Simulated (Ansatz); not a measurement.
# Response to strain in hypothetical CsCl type SiGe

The parent structure is SiGe in the CsCl type structure (space group Pm-3m, No. 221; a = 3.2003 Å; a hypothetical phase, not in the database extracts checked; relaxed with 0.1 eV smearing). Axes: x, y, z lie along the cube axes.

Strains are applied to the cell and any free atomic positions relax; under biaxial strain the out-of-plane vector relaxes too; under stress the whole cell relaxes.

The values are results of DFT with PBEsol, PAW potentials and a 420 eV plane-wave cutoff in Ansatz (a program for electronic structure), spin-orbit coupling left out, not measurements.

Notes on the quantities. energy relative to the base: free energy F.

```json
[
 {"change": "base", "energy relative to the base": "0 meV/atom", "volume per atom": "16.39 Å³"},
 {"change": "biaxial strain +1.76 %, plane normal [110], relaxed out of plane", "energy relative to the base": "+1.8 meV/atom", "volume per atom": "16.53 Å³"},
 {"change": "biaxial strain −4.21 %, plane normal [111], relaxed out of plane", "energy relative to the base": "+13 meV/atom", "volume per atom": "16.40 Å³"},
 {"change": "isotropic strain +2.19 %", "energy relative to the base": "+17 meV/atom", "volume per atom": "17.49 Å³"},
 {"change": "isotropic strain +4.02 %", "energy relative to the base": "+55 meV/atom", "volume per atom": "18.45 Å³"},
 {"change": "uniaxial stress, 0.5 GPa compression along z", "energy relative to the base": "-16 meV/atom", "volume per atom": "16.43 Å³"}
]
```

Stability under load was not tested beyond the relaxation. The final runs are not spin-polarised. Under uniaxial stress, 0.5 GPa compression along z the cell ends below the base's energy or with stress of the wrong sign: the atoms slid into a distortion or the cell is elastically unstable, so the base is not a stable minimum at this level.
